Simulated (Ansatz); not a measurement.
**TaSi2: pressure series**

The parent structure is TaSi2 (space group P6_222, No. 180; a = 4.776 Å, c = 6.563 Å).

Cell and atoms are relaxed at each pressure.

The values are results of plane-wave PAW DFT at the r2SCAN level (Ansatz, a quantum-chemistry and plane-wave program, 500 eV), spin-orbit coupling left out, not measurements.

Notes on the quantities. enthalpy: H = E + PV relative to the base's energy.

```
case                   enthalpy  lattice parameter a
----------------  -------------  -------------------
base                          –              4.776 Å
pressure −2 GPa   -0.18 eV/atom              4.795 Å
pressure −1 GPa   -0.09 eV/atom              4.785 Å
pressure 0.3 GPa  +0.03 eV/atom              4.773 Å
pressure 0.7 GPa  +0.06 eV/atom              4.770 Å
pressure 1.5 GPa  +0.13 eV/atom              4.763 Å
pressure 3 GPa    +0.27 eV/atom              4.750 Å
pressure 5 GPa    +0.44 eV/atom              4.733 Å
pressure 7.5 GPa  +0.66 eV/atom              4.714 Å
pressure 10 GPa   +0.88 eV/atom              4.695 Å
```

Load acts through the strain it causes; cell and atoms are relaxed under it. Whether these cells are dynamically stable was not tested. No other phases were tried under pressure. The final runs are not spin-polarised. An odd electron count without spin: TaSi2.
